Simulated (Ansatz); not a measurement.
Consider SiO2 (space group P4_32_12, No. 96).

```xyz
12
Lattice="5.0302 0.0000 0.0000 0.0000 5.0302 0.0000 0.0000 0.0000 7.0128" Properties=species:S:1:pos:R:3 pbc="T T T"
Si     1.0173     1.0173     0.0000
Si     1.4978     3.5324     5.2596
Si     4.0129     4.0129     3.5064
Si     3.5324     1.4978     1.7532
O      3.0244     3.7209     4.7546
O      3.8244     0.5093     3.0014
O      2.0058     1.3093     1.2483
O      1.2058     4.5209     6.5078
O      0.5093     3.8244     4.0113
O      1.3093     2.0058     5.7645
O      4.5209     1.2058     0.5049
O      3.7209     3.0244     2.2581
```

The values are results of Ansatz (a program for electronic structure), PBEsol, PAW, cutoff 420 eV, scalar-relativistic without spin-orbit coupling, not measurements.

One change was made to it. Results:

The gap character is still direct at Γ; the c/a ratio drops by 0.003 to 1.391; the lattice parameter a decreases by 3.1 pm, from 503.0 pm to 499.9 pm; the width of the top valence band drops by 0.02 eV (0.63 eV → 0.61 eV).

Problem. Which of these changes matches the shifts?
A. pressure 5 GPa
B. pressure 0.3 GPa
C. pressure −1 GPa
D. pressure 3 GPa
E. pressure 1.5 GPa

Solution. B, pressure 0.3 GPa. For comparison, the lattice parameter a in the other runs: pressure −1 GPa gives 515.7 pm; pressure 3 GPa gives 479.5 pm; pressure 5 GPa gives 471.0 pm; pressure 1.5 GPa gives 488.9 pm.

Load acts through the strain it causes; cell and atoms are relaxed under it. Stability against distortions was not tested. Competing high-pressure phases were not computed.
